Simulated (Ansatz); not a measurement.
## TiAl (space group P4/mmm, No. 123)

```xyz
2
Lattice="2.8130 0.0000 0.0000 0.0000 2.8130 0.0000 0.0000 0.0000 4.0585" Properties=species:S:1:pos:R:3 pbc="T T T"
Ti     0.0000     0.0000     0.0000
Al     1.4065     1.4065     2.0292
```

The values are results of r2SCAN (Ansatz, an electronic-structure program; PAW; 500 eV plane waves; spin-orbit coupling left out), not measurements. Γ-centred 16×16×12 mesh, Fermi–Dirac width 0.05 eV.

The volume per atom comes out as 16.06 Å³. The density is 3.87 g/cm³ and the band gap is zero. The total energy is -1522.843 eV/atom (σ→0; compares only within this code and set-up).

Stability against distortions was not tested. All final runs are without spin polarisation.
